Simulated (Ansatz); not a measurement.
**Pt3Cd (Pm-3m): resistivity and electron-phonon coupling**

Here is the system:

```xyz
4
Lattice="3.9769 0.0000 0.0000 0.0000 3.9769 0.0000 0.0000 0.0000 3.9769" Properties=species:S:1:pos:R:3 pbc="T T T"
Cd     0.0000     0.0000     0.0000
Pt     0.0000     1.9885     1.9885
Pt     1.9885     0.0000     1.9885
Pt     1.9885     1.9885     0.0000
```

Calculation: PBEsol, DFPT electron-phonon coupling, linearised Boltzmann equation (plane waves, PAW, scalar-relativistic; Ansatz, a first-principles code). How the cell was made: relaxed with this functional, without spin-orbit coupling.

```
Quantity                                                  Value
------------------------------------  -------------------------
resistivity at 300 K                                 11.0 μΩ·cm
resistivity at 77 K                                   2.1 μΩ·cm
electron-phonon coupling λ                                 0.41
transport coupling λ_tr                                    0.41
logarithmic mean phonon energy                         11.0 meV
density of states at the Fermi level  2.1 states/(eV·spin·cell)
Drude plasma energy                                      6.5 eV
```

A metal at this level (no band gap). Only scattering by harmonic phonons is included (no impurities, grain boundaries, electron-electron scattering or thermal expansion). Spin-orbit coupling is left out, which matters with elements this heavy. The run warned that the eigensolver left some states short of its tolerance. Halving the electron mesh (20x20x20) moves the resistivity by up to 5 % at 300 K, the coupling by up to 5 %. Smearing 0.20 eV; phonons on a 4x4x4 q mesh, which this run doesn't test and which matters most at low temperature.

Computed structure with no diffraction record at hand here (it may be known, metastable or hypothetical): Pt3Cd (Pm-3m).
